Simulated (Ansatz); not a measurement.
Input:

End structure of a constructed model of the (110) surface of bcc Ta, a cell of two sites (a+b, b-a) layer of F, one a cell, on the site that continues the host's stacking (bottom of the slab: a bare face, its two planes held):

```
CELL_PARAMETERS angstrom
      1.91624     2.70998     0.00000
     -3.83249     2.70998     0.00000
      0.00000     0.00000    29.50000
ATOMIC_POSITIONS crystal
  Ta 0.50000 0.00000 0.27196
  Ta 0.00000 0.50000 0.27196
  Ta 0.00000 0.00000 0.35151
  Ta 0.50000 0.50000 0.35151
  Ta 0.50000 0.00000 0.43053
  Ta 0.00000 0.50000 0.43063
  Ta 0.00000 0.00000 0.51011
  Ta 0.50000 0.50000 0.51096
  Ta 0.50000 0.00000 0.59023
  Ta 0.00000 0.50000 0.59017
  Ta 0.00000 0.00000 0.66934
  Ta 0.50000 0.50000 0.66515
  F  0.50000 0.00000 0.71907
```

Slab: 13 atoms, 13.5 Å thick at the start; k 11x8x1, smearing 0.1 eV, dipole-corrected; 4 atoms held, the rest relaxed; symmetry of the start imposed; no spin, no spin-orbit, no U. It is one candidate, not shown to be the stable structure of the face.

### Question
What is the computed work function of the top face (PBE run with Ansatz, a program for electronic structure)?

### Answer
4.40 eV
